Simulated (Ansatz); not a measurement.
## ZnS in the zinc blende structure (space group F-43m, No. 216)

```cif
data_SZn
_chemical_formula_sum 'S1 Zn1'
_space_group_name_H-M_alt 'P 1'
_space_group_IT_number 1
_cell_length_a 3.78773
_cell_length_b 3.78773
_cell_length_c 3.78773
_cell_angle_alpha 60.000
_cell_angle_beta 60.000
_cell_angle_gamma 60.000
loop_
_space_group_symop_operation_xyz
  'x, y, z'
loop_
_atom_site_label
_atom_site_type_symbol
_atom_site_fract_x
_atom_site_fract_y
_atom_site_fract_z
_atom_site_occupancy
S1 S 0.75000 0.75000 0.75000 1
Zn1 Zn 0.00000 0.00000 0.00000 1
```

Method: PBEsol (Ansatz, an electronic-structure program), no spin-orbit coupling. Settings: 11×11×11 k-points, 0.05 eV Fermi–Dirac smearing.

- Volume per atom: 19.21 Å³
- Density: 4.21 g/cm³
- Band gap: 2.09 eV, direct at Γ
- Electron mass: 0.17 mₑ
- Hole mass (degenerate bands, along [100]): 0.18, 0.68, 0.68 mₑ
- Lowest conduction-band minima above the VBM: Γ 2.09 eV; X along ⟨100⟩ 3.17 eV; L along ⟨111⟩ 3.24 eV
- Total energy: -2083.720 eV/atom (σ→0; compares only within this code and set-up)

Effective masses come from finite differences of ±0.01 Å⁻¹. Whether these cells are dynamically stable was not tested.
